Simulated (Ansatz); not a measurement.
CsHgBr3 (Pm-3m, No. 221, 5 atoms in the cell; start mp-27718; idealised or unconfirmed structure) was calculated with LDA (plane waves, PAW; Ansatz, an electronic-structure program).

Run with plane-wave cutoff 520 eV, 10×10×10 k mesh, Fermi–Dirac smearing 0.05 eV, scalar-relativistic PAW data made under PBE.

Cell (relaxed at this level):

CsHgBr3 has the cubic space group Pm-3m (No. 221), the cubic perovskite structure, Pearson symbol cP5. Cell: a = b = c = 5.442 Å, α = β = γ = 90.00°. Cs on 1a has 12 Br at 3.848 Å (cuboctahedral). Hg on 1b has 6 Br at 2.721 Å (octahedral). Br on 3c is coordinated by 2 Hg at 2.721 Å and 4 Cs at 3.848 Å (octahedral). (Neighbours: up to the widest gap in distance over summed covalent radii, below 1.35, at either atom; cation-cation and far metal-metal contacts left out.)

Question: Predict the bulk modulus.

Answer: 
* **bulk modulus**: 34.9 GPa

The run finds no gap.

Note: the bulk modulus is −V dP/dV from two relaxed cells at ±2 % in volume; the relaxation could not lower the start's symmetry, so the cell can be a saddle point above a distorted one.

Spin–orbit coupling is not included; it can open a gap where bands touch, and shift volumes and moduli.

Computed values are for the static lattice.

The result took around 2.2 core-minutes (rough).

A start named mp-… is a Materials Project structure, which need not be a measured phase.
